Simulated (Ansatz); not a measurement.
Structures of equal composition on the (0001) surface of hcp Ti: a layer of Pd in place of the second plane; a layer of Pd in place of the third plane. The slabs share one bottom face, and each structure is named by its start. These are constructed structures in small cells; real faces may alloy, dewet or reconstruct in larger ones, and not all known structures of the face are among them. Slabs of about 12 Å with all that they carry, Fermi-Dirac smearing of 0.1 eV. Bottom of the slabs: a bare face, its two planes held. Relaxed from the named starts with such symmetry as they have, on meshes of like density; energies extrapolated to zero smearing; no spin-orbit coupling, no U. Spin-polarised runs, if any, are marked in brackets, and their order is one that fits the cell; the others ran without spin.

Calculation: PBE (plane waves to 420 eV, PAW; Ansatz, a quantum-chemistry and plane-wave program).

**Question.** Put the candidates in order of energy per 1x1 cell, lowest first, for PBE.

**Answer.** a layer of Pd in place of the third plane (0.000 eV), a layer of Pd in place of the second plane (0.245 eV)
